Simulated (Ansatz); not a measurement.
Y in the diamond structure (space group Fd-3m, No. 227; a hypothetical phase, not in the database extracts checked)

```cif
data_Y2
_chemical_formula_sum 'Y2'
_space_group_name_H-M_alt 'P 1'
_space_group_IT_number 1
_cell_length_a 4.82559
_cell_length_b 4.82559
_cell_length_c 4.82559
_cell_angle_alpha 60.000
_cell_angle_beta 60.000
_cell_angle_gamma 60.000
loop_
_space_group_symop_operation_xyz
  'x, y, z'
loop_
_atom_site_label
_atom_site_type_symbol
_atom_site_fract_x
_atom_site_fract_y
_atom_site_fract_z
_atom_site_occupancy
Y1 Y 0.25000 0.25000 0.25000 1
Y2 Y 0.00000 0.00000 0.00000 1
```

All numbers come from PBEsol (Ansatz, a first-principles code; PAW; 420 eV plane waves; without spin-orbit coupling). Settings: 12×12×12 k-points, 0.05 eV Fermi–Dirac smearing.

| Item | Result |
|---|---|
| Volume per atom | 39.73 Å³ |
| Density | 3.72 g/cm³ |
| Band gap | zero |
| Total energy | -3793.065 eV/atom (σ→0; compares only within this code and set-up) |

No phonon test of stability was made. All final runs are without spin polarisation. Y has a high density of states at the Fermi level and may be magnetic at this level.
